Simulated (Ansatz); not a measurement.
Abridged Ansatz (an electronic-structure program) output:

```
Relaxation: its limit of steps is 50 (relax.max_steps)
Pseudopotential: Al, paw, valence charge 3
Crystal: 1 atoms, lattice volume = 15.446 Å³
Basis set: ecut = 500 eV, 395 PW (Γ), exchange–correlation on 96×96×96 points (64 copies of the dense FFT grid, shifted against one another)
Bands: 6, of which v1, the nominal top of the filled ones, is band 2 counted from 1 (1 counted from 0)
Symmetry: 16 space group operations
k-points: 1639 of 21952
Functional: x = r2scan, c = r2scan; τ floored in thin density (d = 2e-4 eV/Å³)
SCF iter   1: F=—  HF=-540.402732 eV  |F-HF|=—  |Δ(HF+E_count)|=         —  Δρ=3.15e-3  dr2=1.64e-3  dr2_τ=5.56e-3  ethr=1.77e-3  ⟨swp⟩=4.8  Hψ=85867  notcnv=0
SCF iter   2: F=—  HF=-540.409906 eV  |F-HF|=—  |Δ(HF+E_count)|=   7.17e-3  Δρ=2.27e-3  dr2=8.51e-4  dr2_τ=2.42e-6  ethr=5.47e-5  ⟨swp⟩=2.0  Hψ=32362  notcnv=0  defer=408
SCF 1 converged in 8 iterations: F = -540.409817 eV  dr2 = 4.33e-13
relax step   1: F+E_penalty+E_count = -540.40981659 eV  Δ(F+E_penalty+E_count) = +0.000e0 eV  max|allowed force component| = 0.000e0 eV/Å  Δτ_max = 0.0000 Å  (8 SCF iters, accepted)
Crystal: 1 atoms, lattice volume = 15.446 Å³
SCF iter   1: F=—  HF=-540.409817 eV  |F-HF|=—  |Δ(HF+E_count)|=         —  Δρ=5.36e-8  dr2=4.33e-13  dr2_τ=1.54e-15  ethr=1.00e-12  ⟨swp⟩=1.0  Hψ=89287  notcnv=0  defer=407
SCF iter   2: F=-540.409817 eV  HF=-540.409817 eV  |F-HF|=0.00e0  |Δ(HF+E_count)|=    0.00e0  Δρ=2.63e-8  dr2=1.03e-13  dr2_τ=1.03e-16  ethr=1.00e-12  ⟨swp⟩=2.0  Hψ=16818  notcnv=0
SCF 2 converged in 2 iterations: F = -540.409817 eV  dr2 = 1.03e-13
SCF converged after 2 iterations
Free energy (F): -540.409817 eV
Internal energy: -540.398221 eV  (E = F + TS)
E sigma→0 (E₀):  -540.404019 eV
Entropy (-TS):   -0.011595 eV (-11.595 meV/atom)
Fermi energy:    8.682690 eV
--- Forces (eV/Å), atoms counted from 1 ---
  atom   1  Al     0.00000000     0.00000000    -0.00000000
--- Stress (GPa, compression-positive) ---
        2.263544       0.000000       0.000000
        0.000000       2.263544       0.000000
        0.000000       0.000000       4.730369
  P = ⅓ Tr σ = 3.0858 GPa (30.858 kbar)
--- Relaxed structure (1 steps of the walk, 1 accepted, 0 SCFs on fresh bases) ---
  atoms:
    - { symbol: Al, position: [0.0, 0.0, 0.0] }
```

Task: What was computed, and what are the main results?

Result: Al, 1 atom in the cell, with r2SCAN/PAW in Ansatz, scalar-relativistic without spin-orbit coupling. The last SCF converged to F = -540.409817 eV, or -540.4098 eV per atom, at a pressure of 3.09 GPa. The total energy compares only with runs of the same code, potentials and settings.

The cells carry an imposed strain or load. Stability against distortions was not tested. The cell was made from Al in the fcc (Cu type) structure (space group Fm-3m, No. 225) by this change: uniaxial strain ε_zz = −3.00 %.

Keys are those of Ansatz 0.2.
